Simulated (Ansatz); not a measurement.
Base system: YN in the rock salt structure (space group Fm-3m, No. 225).

```
YN
1.0
    0.00000     2.42808     2.42808
    2.42808     0.00000     2.42808
    2.42808     2.42808     0.00000
Y N
1 1
Direct
  0.00000   0.00000   0.00000
  0.50000   0.50000   0.50000
```

Cartesian axes are those of the cell as printed.

Calculations: Kohn–Sham DFT with the PBEsol functional, run in Ansatz (a quantum-chemistry and plane-wave program) with PAW and 420 eV plane waves, no spin-orbit coupling.

One thing is altered: tensile biaxial strain of 1.25 % in the plane normal to [111], as in epitaxy on a mismatched substrate; the out-of-plane cell vector and the atoms relax.

### Question
What does the calculation give for the out-of-plane strain after the change?

### Answer
The out-of-plane strain amounts to -0.64 %.

### Question
Predict the new hole mass.

### Answer
The hole mass is 0.26 mₑ out of plane, 0.48 mₑ in plane (at Γ).

The levels and masses belong to the bands next to the band gap. Masses are band curvatures over ±0.01 Å⁻¹ around the edge. Stability against distortions was not tested.
